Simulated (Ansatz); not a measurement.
For BeS (model structure, started from the BN type, Pm-3n, No. 223, 12 atoms in the cell), LDA in Ansatz (PAW) gives:

```
Property                  Result
------------------  ------------
lattice constant a       5.913 Å
cohesive energy     4.98 eV/atom
band gap                 2.99 eV
```

Task: What does r²SCAN (plane waves, PAW; Ansatz, a quantum-chemistry and plane-wave program) give for the same quantities?

Result: 
- lattice constant a: 5.996 Å (rises by 1.4 %)
- cohesive energy: 4.40 eV/atom (drops by 0.58 eV/atom)
- band gap: 3.58 eV (rises by 0.59 eV)

Changes are worked out from the printed values.

Unless a cell is named, each level is at its own relaxed cell (LDA 17.23, r²SCAN 17.96 Å³/atom).

Density-functional gaps are differences of (generalised) Kohn–Sham levels.

Ansatz's density-functional and Hartree–Fock values are scalar-relativistic unless marked +SOC, with PAW data made under PBE.

A model structure was made by putting elements into a prototype or built by hand; it is no filed structure, need not be a known phase, and can be a saddle point held by its symmetry.
